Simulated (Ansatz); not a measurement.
The parent structure is C (space group P4_32_12, No. 96; a = 3.8019 Å, c = 4.6811 Å; a hypothetical phase, not in the database extracts checked).

(Cell as relaxed with PBE.)

Levels (all Ansatz, an electronic-structure program, PAW): PBE (420 eV, no spin-orbit coupling); PBEsol (420 eV, no spin-orbit coupling).

Each level relaxes its own structure.

| base | PBE | PBEsol |
|---|---|---|
| volume per atom | 5.64 Å³ | 5.54 Å³ |
| lattice parameter a | 3.802 Å | 3.783 Å |

It is then changed as follows: a hydrostatic pressure of 10 GPa.

| quantity | PBE | PBEsol |
|---|---|---|
| lattice parameter a | 3.774 Å | ___ |
| c/a ratio | 1.228 | ___ |

Problem. What does PBEsol give?

Solution. 
- lattice parameter a, PBEsol: 3.756 Å
- c/a ratio, PBEsol: 1.226

PBE's lattice parameter a lies 0.018 Å above PBEsol's (0.5 %); PBE's c/a ratio lies 0.002 above PBEsol's. Neither level is exact; PBEsol is the comparison here, not a measurement.

Load acts through the strain it causes; cell and atoms are relaxed under it. No phonon test of stability was made. Competing high-pressure phases were not computed.
